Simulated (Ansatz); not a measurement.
Effect of Si → In on WSi2

Base system: WSi₂ (space group I4/mmm, No. 139; a = 3.212 Å, c = 7.804 Å).

Now apply this change: In takes the place of Si on all its sites, then cell and atoms are relaxed.

Computed with Ansatz (an electronic-structure program), r2SCAN, PAW, cutoff 500 eV, no SOC. Settings: 19×19×19 k-points, 0.05 eV Fermi–Dirac smearing, for the changed cell.

The volume per atom goes up by 6.159 Å³, from 13.42 Å³ to 19.57 Å³ and the density goes up by 1.79 g/cm³ (9.90 g/cm³ → 11.69 g/cm³). The lattice parameter a rises by 0.2778 Å, from 3.212 Å to 3.489 Å and the c/a ratio rises by 0.334 (2.430 → 2.764). The space group stays I4/mmm (No. 139) and the band gap stays zero.

Cost of the whole job for the changed cell (relaxation, final SCF and bands): about 17 core-minutes (a rough figure).

No phonon test of stability was made. As relaxed here, In2W is a hypothetical phase, not in the database extracts checked. All final runs are without spin polarisation. In2W has a high density of states at the Fermi level and may be magnetic at this level.
